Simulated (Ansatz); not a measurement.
Here is the system:

```xyz
2
Lattice="0.0000 3.2046 3.2046 3.2046 0.0000 3.2046 3.2046 3.2046 0.0000" Properties=species:S:1:pos:R:3 pbc="T T T"
Te     0.0000     0.0000     0.0000
Sn     3.2046     3.2046     3.2046
```

A single point on SnTe, its geometry relaxed with PBE.

Level of theory: Ansatz (a quantum-chemistry and plane-wave program) PBE, with spin-orbit coupling, earlier PAW set. Settings: 13×13×13 k-points, 0.05 eV Fermi–Dirac smearing.

Q: Predict the gap character, pressure and band gap.

A: 
- Gap character: direct at L
- Pressure: 0.2 kbar
- Band gap: 0.11 eV

Single points use the geometry relaxed with PBE. Whether these cells are dynamically stable was not tested. The cell is SnTe in the rock salt structure (space group Fm-3m, No. 225). A zero or small gap of SnTe can be the functional's error rather than a property of the material.
